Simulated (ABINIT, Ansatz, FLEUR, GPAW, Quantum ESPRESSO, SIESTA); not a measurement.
**Code comparison for Li (R-3m, 3 atoms in the cell)**

Self-consistent single point.

```xyz
3
Lattice="1.5090 0.8712 7.3096 -1.5090 0.8712 7.3096 0.0000 -1.7425 7.3096" Properties=species:S:1:pos:R:3 pbc="T T T"
Li     0.0000     0.0000    17.0393
Li     0.0000     0.0000     4.8895
Li     0.0000     0.0000     0.0000
```

Shared settings, as Ansatz (an electronic-structure program) writes them: kpoints.mp_grid.grid = 4 4 4; scf.occupations.method = gaussian; scf.occupations.width = 0.2 eV. Potentials and cutoffs stand in the table.

```tsv
code	model	pressure (GPa)	largest force (eV/Å)	cutoff
Quantum ESPRESSO	LDA (PW92), PseudoDojo standard norm-conserving (LDA) pseudopotentials	-0.01	0.030	75 Ry
SIESTA	LDA PW92, numerical atomic orbitals DZP, PseudoDojo LDA standard norm-conserving potentials (rewritten from UPF to PSML)	0.82	0.036	grid 400 Ry
Ansatz	LDA (PW92), PAW files made with PBE	-0.01	0.030	default
ABINIT	LDA (PW92), norm-conserving pseudopotentials (PseudoDojo nc-sr-04 LDA standard)	-0.02	0.030	37 Ha
GPAW	LDA (Perdew-Wang 92), GPAW PAW datasets LDA (gpaw-data 1.0.1)	0.12	0.030	600 eV
FLEUR	LDA (Perdew-Zunger), all-electron FLAPW (FLEUR), scalar-relativistic valence	–	0.030	Kmax 4.5 1/bohr
```

A dash marks a value that a program does not give, or that is left out as unsure.

The spread over the programs that give each value: pressure within 0.84 GPa; largest force within 0.006 eV/Å.

SIESTA uses small atom-centred bases, whose incompleteness enters pressures, forces and empty levels differently from a plane-wave cutoff. FLEUR treats all electrons, but the usual bases taken here (sphere radii, linearisation, local orbitals, empty states) were not tested for convergence, so the values are no reference for the others. Ansatz's pressure is given at a fixed set of plane waves, as the other plane-wave codes print theirs.

On the base mesh (10 10 10) the same programs gave: Ansatz pressure -0.19 GPa; Quantum ESPRESSO pressure -0.19 GPa; ABINIT pressure -0.20 GPa; GPAW pressure -0.06 GPa; SIESTA pressure 0.32 GPa.

The starting cell comes from a database of computed structures (which also holds hypothetical and non-ambient phases and stackings), without a prior relaxation at this level. Its lattice was rescaled by a random factor within 2.5 % of one.

Left out of this page: Elk (not drawn, or without a comparable value).

Keys are those of Ansatz 0.2.
